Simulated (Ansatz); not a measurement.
We consider KHF2 (I4/mcm, No. 140; cell taken from a computed entry), described by PBE0 (Ansatz, a program for electronic structure, PAW).

Run with plane-wave cutoff 500 eV, 6×6×6 k mesh, gaussian smearing 0.02 eV, scalar-relativistic PAW data made under PBE.

Cell (relaxed with r²SCAN):

```xyz
8
Lattice="-2.8069 2.8069 3.3657 2.8069 -2.8069 3.3657 2.8069 2.8069 -3.3657" Properties=species:S:1:pos:R:3 pbc="T T T"
K      0.0000     0.0000     5.0486
K      0.0000     0.0000     1.6829
H      0.0000     2.8069     0.0000
H      2.8069     0.0000     0.0000
F      2.0019    -0.8050     3.3657
F      0.8050     3.6119     0.0000
F      0.8050     2.0019     3.3657
F      2.0019     0.8050     0.0000
```

Estimate the band gap that the calculation returns.


* **band gap**: 10.18 eV (on the SCF k mesh)

Note: cell and atoms aren't relaxed at this level (largest force component 0.16 eV/Å, pressure 0.8 GPa).

Static lattice: no zero-point or thermal effects.
